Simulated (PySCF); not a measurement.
PySCF 2.14.0, unrestricted WB97X/def2-svp, df: diselenium ([Se]=[Se]), charge 0, multiplicity 3, 2 atoms. The geometry is a generated start, not checked to be a minimum at this level.

```yaml
task: energy
method: wb97x
basis: def2-svp
two_electron_scheme: density fitting
mol.max_memory: 3000 MB
mf.max_cycle: 100
mf.init_guess: minao (default)
mf.DIIS: CDIIS (default)
mf.diis_space: 8 (default)
mf.conv_tol: 1e-09 (default)
mf.grids.level: 3 (default)
basis_functions: 64
grid_points: 40848
```

```xyz
2

Se     1.0830    -0.0195     0.0102
Se    -1.0830     0.0195    -0.0102
```

Charge 0 and multiplicity 3 are set for this test and not shown to be the ground state.

One run each on 2 threads, 1 BLAS thread. Values of level_shift (Hartree) tried: 0 (default), 0.1, 0.3, 1.

**Question.** How does the count of Fock builds change with level_shift (Hartree), and where is it least?

**Answer.** Fewest Fock builds, within one of each other: 0 (default) with 10, 0.1 with 11. The count rises to 20 at 1. All converge to one solution.

| level_shift (Hartree) | Fock builds | end |
|---|---|---|
| 0 (default) | 10 | same solution |
| 0.1 | 11 | same solution |
| 0.3 | 12 | same solution |
| 1 | 20 | same solution |
